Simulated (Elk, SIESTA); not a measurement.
A SIESTA input for a self-consistent single point of CuAu (P4/mmm, 2 atoms in the cell) (DFT, GGA PBE with spin-orbit coupling, numerical atomic orbitals DZP, PseudoDojo PBE fully relativistic norm-conserving potentials (rewritten from UPF to PSML)):

```
# files in the folder: Cu.psml Au.psml (PseudoDojo PBE fully relativistic)
SystemName  CuAu
SystemLabel cuau

NumberOfAtoms                2
NumberOfSpecies              2
%block ChemicalSpeciesLabel
  1 29 Cu
  2 79 Au
%endblock ChemicalSpeciesLabel
LatticeConstant              1.0 Ang
%block LatticeVectors
     2.780288000    0.000000000    0.000000000
     0.000000000    2.780288000    0.000000000
     0.000000000    0.000000000    3.493144000
%endblock LatticeVectors
AtomicCoordinatesFormat      Ang
%block AtomicCoordinatesAndAtomicSpecies
     1.390144000    1.390144000    1.746572000  1
     0.000000000    0.000000000    0.000000000  2
%endblock AtomicCoordinatesAndAtomicSpecies

XC.functional                GGA
XC.authors                   PBE
PAO.BasisSize                DZP
PAO.EnergyShift              0.01 Ry
MeshCutoff                   350 Ry
%block kgrid.MonkhorstPack
   16   0   0  0.0
    0  16   0  0.0
    0   0  12  0.0
%endblock kgrid.MonkhorstPack
OccupationFunction           MP
OccupationMPOrder            0
ElectronicTemperature        136.0 meV
Spin                         spin-orbit
%block DM.InitSpin
  1 0.00 0.00 0.00
  2 0.00 0.00 0.00
%endblock DM.InitSpin

MaxSCFIterations             150
SCF.Mixer.Method             Pulay
SCF.Mixer.Weight             0.2
SCF.Mixer.History            8
SCF.DM.Tolerance             1.0E-04
Diag.ParallelOverK           true
WriteForces                  true
Charge.Mulliken              end
```

Task: Translate this input to Elk.

Result: This is the input that was run; spellings and numerical settings could be chosen otherwise.

```
tasks
  0

xctype
  20

spinorb
  .true.

rmtscf
  0.88

lmaxi
  3

nempty
  10

stype
  0

swidth
  0.00499791

maxscl
  100

scale
  1.889726125

avec
    2.7802880000    0.0000000000    0.0000000000
    0.0000000000    2.7802880000    0.0000000000
    0.0000000000    0.0000000000    3.4931440000

atoms
  2
  'Cu.in'
  1
  0.5000000000  0.5000000000  0.5000000000    0.0 0.0 0.0
  'Au.in'
  1
  0.0000000000  0.0000000000  0.0000000000    0.0 0.0 0.0

ngridk
  16 16 12
```

Basis settings and potentials, where a program has them, do not carry over. This input uses DFT, PBE, spin-orbit coupling in second variation, all-electron FP-LAPW, Elk's shipped species files, default APW+lo basis. Both were run: size of the net moment 0.00 μB/atom in SIESTA and 0.00 in Elk.

On Elk: the starting cell comes from a database of computed structures (which also holds hypothetical and non-ambient phases and stackings), without a prior relaxation at this level. Its lattice was rescaled by a random factor within 2.5 % of one. Values depend on the basis (sphere radii, cutoffs, local orbitals), which need not be converged.

On SIESTA: the starting cell comes from a database of computed structures (which also holds hypothetical and non-ambient phases and stackings), without a prior relaxation at this level. Its lattice was rescaled by a random factor within 2.5 % of one. Values carry the incompleteness of an atom-centred basis. With a pressure of about 7 GPa the cell is away from its equilibrium volume at this level.
